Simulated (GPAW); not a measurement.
## Pressure against volume in hcp Y (space group 194) (GPAW, LDA)

```
Y
1.0
    3.43350     0.00000     0.00000
   -1.71675     2.97350     0.00000
    0.00000     0.00000     5.39013
Y
2
Cartesian
  1.71675   0.99117   4.04259
  0.00000   1.98233   1.34753
```

Computed with LDA (Perdew-Wang 92), GPAW PAW datasets LDA (gpaw-data 1.0.1) (plane waves; GPAW). Settings: mode = pw; ecut = 585 eV; xc = LDA; kpts = 22 22 12; mesh shift (steps) = 0 0 0; occupations.name = fermi-dirac; occupations.width = 0.05 eV; nbands = -10; convergence.density = 1e-06 e/electron; convergence.energy = 1e-06 eV/electron; symmetry.symmorphic = false; symmetry.tolerance = 0.0005; maxiter = 100. The cell above is the first row's. The rows scale it uniformly. In all rows fractional positions and the k mesh are held.

| V (Å^3/atom) | P (GPa) |
|---|---|
| 27.5153 | 4.10 |
| 28.1134 | 2.92 |
| 28.7116 | 1.84 |
| 29.3097 | 0.84 |
| 29.9079 | -0.08 |
| 30.5061 | -0.93 |
| 31.1042 | -1.72 |
| 31.7024 | -2.45 |
| 32.3005 | ? |

Question: Using a cubic, estimate the missing P at V = 32.3005 from the other rows, showing the fit.

Answer: With u = V - 29.6, the rows have u = -2.0847, -1.4866, -0.8884, -0.2903, 0.3079, 0.9061, 1.5042, 2.1024. Least squares gives P = 0.384 - 1.5402·u + 0.1036·u² - 0.00591·u³. Residuals (row less fit): 0.001, -0.002, 0.002, 0.000, 0.001, 0.001, -0.002, 0.001; standard error 0.002 (degrees of freedom: 4). The fitted pressure is zero at V0 = 29.85, where dP/dV = -1.489, so B0 = -V0·dP/dV = 44.4 GPa. At the withheld row, u = 2.7005, so P = 0.384 - 1.5402 × 2.7005 + 0.1036 × 2.7005² - 0.00591 × 2.7005³ = -3.136 GPa. The calculation gives -3.13 GPa, 0.006 GPa above the prediction (0.1 % of the range of P in the table). The row lies outside the fitted rows, so this is an extrapolation.

Carrying the step between the two nearest rows on in a straight line would have given -3.18, off by 0.05; series whose last step already gives the withheld value aren't shown. The reference cell has the volume at which an earlier scan in this program and functional put its minimum by a fit; axis ratios and inner coordinates come from a measured-size cell. The runs keep the symmetry of the cell, so they don't test it for distortions. The shape of the cell and the inner coordinates aren't relaxed, so V0 and B0 belong to this uniform scaling; a relaxed crystal lies no higher in energy and is usually softer. Cutoffs and mesh are single choices, not tested for convergence of this quantity. Series with a scatter that would blur these digits, or in which a gap closes, are not shown.
